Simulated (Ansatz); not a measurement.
Consider the following.

```xyz
2
Lattice="0.0588 2.9388 2.9388 2.9388 0.0588 2.9388 2.9976 2.9976 0.0000" Properties=species:S:1:pos:R:3 pbc="T T T"
Cd     0.0000     0.0000     0.0262
S      1.4988     1.4988     1.4433
```

No spin polarisation.

Calculations: Kohn–Sham DFT with the r2SCAN functional, run in Ansatz (a quantum-chemistry and plane-wave program) with PAW and 500 eV plane waves, no spin-orbit coupling. Settings: 10×10×10 k-points, 0.05 eV Fermi–Dirac smearing.

Problem. Predict the band gap and pressure.

Solution. The band gap comes out as 1.45 eV and the pressure (mean of the normal stresses, compression positive) is -0.02 GPa.

The cells carry an imposed strain or load. Stability against distortions was not tested. The cell was made from CdS in the zinc blende structure (space group F-43m, No. 216) by this change: tensor shear ε_xy = +2.00 %.
